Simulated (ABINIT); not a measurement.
A self-consistent single point of W3N4 (Pm-3m, 7 atoms in the cell) with ABINIT.

Method of the run: LDA (PW92), PAW (JTH v2.0 LDA PAW) (plane waves; ABINIT).

The change in words: lattice scaled by 0.98. Reference geometry:
```
CELL_PARAMETERS angstrom
      4.20112     0.00000     0.00000
      0.00000     4.20112     0.00000
      0.00000     0.00000     4.20112
ATOMIC_POSITIONS crystal
  W  0.00000 0.50000 0.50000
  W  0.50000 0.00000 0.50000
  W  0.50000 0.50000 0.00000
  N  0.50000 0.50000 0.50000
  N  0.00000 0.50000 0.00000
  N  0.50000 0.00000 0.00000
  N  0.00000 0.00000 0.50000
```

Reference input (self-consistent single point, DFT, LDA (PW92), plane waves, PAW (JTH v2.0 LDA PAW)): pseudos = [W.LDA_PW-JTH.xml, N.LDA_PW-JTH.xml]; ecut = 26 Ha; pawecutdg = 52 Ha; pawxcdev = 0; occopt = 7; tsmear = 0.1 eV; ngkpt = 9 9 9; nshiftk = 1; shiftk = 0 0 0; potentials = JTH v2.0 LDA PAW; nband = 40; kptopt = 1. This run's input differs from it in these lines:

```diff
@@ -5,5 +5,5 @@
 rprim
-         7.9389681064    0.0000000000    0.0000000000
-         0.0000000000    7.9389681064    0.0000000000
-         0.0000000000    0.0000000000    7.9389681064
+         7.7801895380    0.0000000000    0.0000000000
+         0.0000000000    7.7801895380    0.0000000000
+         0.0000000000    0.0000000000    7.7801895380
 natom 7
```

Log, with long lists cut:

```
--- !BeginCycle
solver: {iscf: 17, nstep: 100, nline: 4, wfoptalg: 10, }
tolerances: {toldfe: 1.00E-09, }
...

     iter   Etot(hartree)      deltaE(h)  residm     nres2
 ETOT  1  -231.73240911644    -2.317E+02 1.194E+01 1.040E+02
 ETOT  2  -249.59358656308    -1.786E+01 7.102E-02 6.148E+02
 ETOT  3  -248.63277510744     9.608E-01 5.822E-02 2.036E+02
 ETOT  4  -248.28089765488     3.519E-01 4.544E-02 2.633E+01
 ETOT  5  -248.29717191743    -1.627E-02 1.795E-02 3.433E+01
   [... 9 lines left out ...]
 ETOT 15  -248.22418108262     1.844E-08 3.024E-04 1.184E-06
 ETOT 16  -248.22418108035     2.271E-09 1.989E-04 4.642E-08
 ETOT 17  -248.22418108036    -9.379E-12 1.252E-04 2.754E-08
 ETOT 18  -248.22418108035     1.430E-11 7.841E-05 1.003E-08
 At SCF step   18, etot is converged :
  for the second time, diff in etot=  1.430E-11 < toldfe=  1.000E-09

 Cartesian components of stress tensor (hartree/bohr^3)
  sigma(1 1)= -3.98359939E-04  sigma(3 2)=  0.00000000E+00
  sigma(2 2)= -3.98359939E-04  sigma(3 1)=  0.00000000E+00
  sigma(3 3)= -3.98359939E-04  sigma(2 1)=  0.00000000E+00

 ----iterations are completed or convergence reached----

 reduced coordinates (array xred) for    7 atoms
       0.000000000000      0.500000000000      0.500000000000
       0.500000000000      0.000000000000      0.500000000000
       0.500000000000      0.500000000000      0.000000000000
       0.500000000000      0.500000000000      0.500000000000
       0.000000000000      0.500000000000      0.000000000000
       0.500000000000      0.000000000000      0.000000000000
   [... lines left out ...]
 Fermi (or HOMO) energy (hartree) =   0.39356   Average Vxc (hartree)=  -0.49386
 Fermi (or HOMO) energy (eV) =  10.70931   Average Vxc (eV)= -13.43868
   [... lines left out ...]
'-kT*entropy'       : -5.13653667133637E-04
total_energy        : -2.48224205941020E+02
total_energy_eV     : -6.75452415120480E+03
...

-Cartesian components of stress tensor (GPa)         [Pressure=  1.1720E+01 GPa]
- sigma(1 1)= -1.17201521E+01  sigma(3 2)=  0.00000000E+00
- sigma(2 2)= -1.17201521E+01  sigma(3 1)=  0.00000000E+00
- sigma(3 3)= -1.17201521E+01  sigma(2 1)=  0.00000000E+00

 Calculation completed.
```

The run converged in 18 iterations. Against the reference run the free energy falls by 2.1 meV/atom and the pressure goes from -11.90 to 11.72 GPa.

The starting cell comes from a database of computed structures (which also holds hypothetical and non-ambient phases and stackings), without a prior relaxation at this level. Its lattice was rescaled by a random factor within 2.5 % of one. For this run, on top of that: lattice scaled by 0.98. Spin polarisation is off. With a pressure of about 12 GPa the cell is away from its equilibrium volume at this level.

Cost on one core of a shared machine: roughly 3 min.
